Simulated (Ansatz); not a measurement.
Take ScCu2 (space group I4/mmm, No. 139; a = 3.2515 Å, c = 8.2424 Å; a cell from a computed database, its experimental status unchecked) as the base. Axes: x, y, z lie along a, b, c of the conventional cell.

Computed with Ansatz (a program for electronic structure) PBEsol, no spin-orbit coupling.

It is then changed as follows: uniaxial strain ε_yy = +3.85 %, all other strain components held at zero, atoms relaxed at fixed cell.

Problem. Predict the new energy relative to the base and largest internal atomic displacement.

Solution. The energy increases by 9.2 meV/atom; the largest internal atomic displacement amounts to 0.013 Å.

Without a gap, meshes like the base's 20×20×20 leave anisotropic stresses uncertain by several tenths of a GPa, and small strain energies with them. Whether these cells are dynamically stable was not tested. All final runs are without spin polarisation.
